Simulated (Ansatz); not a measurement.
Functionals compared on OH on the 1x1 (101) surface of anatase TiO2 (cut with top plane O), one in a 2x1 cell, started at the site 'top O #2', in Ansatz (plane waves, PAW). The structure was relaxed with PBE; the other rows are single points on it, each with its references at the same level. Cutoff 420 eV (500 eV for r2SCAN). The points keep PBE's geometry, so the relaxation of a polaron and the settling of charge on one site are left out.

Host crystal: anatase TiO2, with a band gap (PBE, scalar-relativistic without spin-orbit coupling).

Model: 38-atom slab, 9.4 Å thick at the start under the adsorbate (thin: gaps and levels are the slab's own), 3x4x1 mesh, Fermi-Dirac 0.01 eV, dipole correction, 14 atoms held, the rest relaxed; no symmetry held; spin-polarised, ending with about 1.0 μB a cell; orders that need a larger cell were not tried, no spin-orbit, no U, no dispersion correction. At the end it is bonded to Ti. In PBE it is, or lies within 0.03 eV of, the lowest of the starts that converged. These notes are the PBE run's. r2SCAN: The program's check for a lower electronic state was not made. Adsorption energies are against H2O(g) − ½ H2(g). A negative adsorption energy means that the adsorbate is more stable on the surface than in its reference.

```tsv
functional	adsorption energy (eV)	gap of the slab on its k-mesh (eV)	highest filled level below the top vacuum level (eV)	magnetic moment of the cell (μB)	rough cost of the single point
PBE	2.29	0.82	7.09	1.00	–
RPBE	2.39	0.86	6.97	1.00	around 10 core-minutes (rough)
r2SCAN	2.13	1.37	7.27	1.00	very roughly 15 core-minutes
```

Ansatz is a program for electronic structure.
